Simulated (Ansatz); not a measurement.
Results of PBEsol (Ansatz, a first-principles code, PAW) for YAl₂ (Fd-3m, No. 227; cell taken from a computed entry).

Settings: plane-wave cutoff 500 eV, 12×12×12 k mesh, Fermi–Dirac smearing 0.1 eV, scalar-relativistic PAW data made under PBE.

Computed at the level's own relaxed cell.

**Question.** Estimate the volume per atom and lattice parameter a that the calculation returns.

**Answer.** 
volume per atom: 19.83 Å³/atom
lattice parameter a: 7.807 Å

The run finds no gap.

Note: the relaxation could not lower the start's symmetry, so the cell can be a saddle point above a distorted one.

Static lattice: no zero-point or thermal effects.

Computing time: roughly 40 core-seconds.
